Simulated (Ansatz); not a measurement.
Step by step: formation energy of TiAl (P4/mmm) from the elements

Consider the formation energy of TiAl (P4/mmm) from the elements. Reaction: Ti (hcp) + Al (fcc) → TiAl (P4/mmm). A negative value means that the right-hand side lies lower. The value is per atom of the solid.

TiAl (P4/mmm), 2 atoms in the cell; spin state with PBE: run without spin. Conventional cell: a = b = 2.8242 Å, c = 4.0738 Å, α = β = γ = 90.00°.

Ansatz (a program for electronic structure) with PAW potentials; structures come from PBE relaxations, nuclei static, no net charge. Ansatz runs with its default PAW set. Other levels take these structures. The lattices are those relaxed with PBE, so at other levels the solids can be strained, which adds to the spread. A dispersion term (D3(BJ), or D4 for r2SCAN) was computed beside these levels and is taken off wherever the name lacks it.

Total energies of the cells in eV, at zero smearing width. They compare only within one column; the weights balance every element.

```
cell           atoms  weight          PBE    r2SCAN+D4
-------------  -----  ------  -----------  -----------
TiAl (P4/mmm)      2      +2  -3037.98081  -3045.87682
Ti (hcp)           2      −1  -4999.33129  -5008.87138
Al (fcc)           1      −2   -537.50370   -540.52430
```

PBE: 2 × (-3037.98081) − (-4999.33129) − 2 × (-537.50370) = -1.623 eV; dividing by 4 atoms gives -0.41 eV/atom.

r2SCAN+D4: 2 × (-3045.87682) − (-5008.87138) − 2 × (-540.52430) = -1.834 eV; dividing by 4 atoms gives -0.46 eV/atom.

What follows from the PBE value: A formula unit of TiAl has 2 atoms, so it forms with -0.4057 × 2 = -0.811 eV, or -78.2 kJ/mol at 96.485 kJ/mol per eV.
